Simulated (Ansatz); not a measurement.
## HgTe (P3₁21, No. 152, 6 atoms in the cell; start mp-358; a measured phase of this formula has another space group): band gap by level of theory

No measured value is used here.

```tsv
level (code)	value (eV)	cell (Å³/atom)
LDA (Ansatz)	0.35	28.60
PBEsol+SOC (Ansatz)	0.28 (indirect)	29.85
r²SCAN+SOC (Ansatz)	0.49 (indirect)	29.85
r²SCAN+rVV10 (Ansatz)	0.68	30.82
HSE06+SOC (Ansatz)	0.71 (indirect)	29.85
PBE0 (Ansatz)	1.34	29.85
r²SCAN0 (Ansatz)	1.51	29.85
```

Computed values are for a static lattice. Levels without +SOC have no spin–orbit coupling; where heavier elements are present it shifts gaps, mostly down, and can invert bands.  Values are at the PBEsol cell; LDA at the level's own relaxed cell; r²SCAN+rVV10 at the level's own relaxed cell. Cutoffs and k meshes differ between the levels. Ansatz's density-functional and Hartree–Fock values are scalar-relativistic unless marked +SOC, with PAW data made under PBE.

A start named mp-… is a Materials Project structure, which need not be a measured phase.

Ansatz is a program for electronic structure.
